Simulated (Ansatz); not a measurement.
**Worked sum: formation energy of the neutral 2 V_N in NbN (rock salt, Fm-3m)**

We look at the formation energy of the neutral 2 V_N in NbN (rock salt, Fm-3m). Reaction: 32 NbN (rock salt) → cell A + N2 (gas).

A: a supercell of 64 sites of NbN (rock salt, Fm-3m) with two empty N sites amid 6 Nb; the closest two of these centres are 7.7 Å apart; partly filled levels (a metallic host or states in the gap) with PBE; spin state with PBE: run without spin.

Setting: static, neutral cells in Ansatz (PAW) whose structures rest at the PBE level. Ansatz (an electronic-structure program) runs with its default PAW set. Other levels take these structures. The lattices are those relaxed with PBE, so at other levels the solids can be strained, which adds to the spread. Larger cells are relaxed from a start prepared with the learned potential CHGNet, on a coarser mesh till forces fall under 0.03 eV/Å, which some starts already meet. No Hubbard U is applied. Mesh and cell size may move defect energies by 0.1 eV or more. The value holds for the reservoirs listed; other chemical potentials shift it. Cell A has symmetry Im-3m and got no random move, so less symmetric positions, which may lie lower, weren't tried.

Total energies of the cells in eV, at zero smearing width. They compare only within one column; the weights balance every element.

| cell | atoms | weight | PBEsol | RPBE |
|---|---|---|---|---|
| A: NbN:2 V_N | 62 | +1 | -155279.33734 | -157515.15968 |
| NbN (rock salt) | 64 | −1 | -156038.49191 | -158286.65857 |
| N2 (gas) | 2 | +1 | -756.94351 | -771.50821 |

PBEsol: (-155279.33734) − (-156038.49191) + (-756.94351) = 2.211 eV.

RPBE: (-157515.15968) − (-158286.65857) + (-771.50821) = -0.009 eV.

What follows from the PBEsol value: The value above is the N-rich limit, with N2 (gas) as reservoir. The host forms with -1.16 eV/atom at this level, so before it gives way to its other element Δμ(N) can go down to -1.16 × 2 = -2.32 eV (other compounds may narrow the range). The defect releases 2 N, so the N-poor limit is 2.21 + 2 × (-2.32) = -2.43 eV.
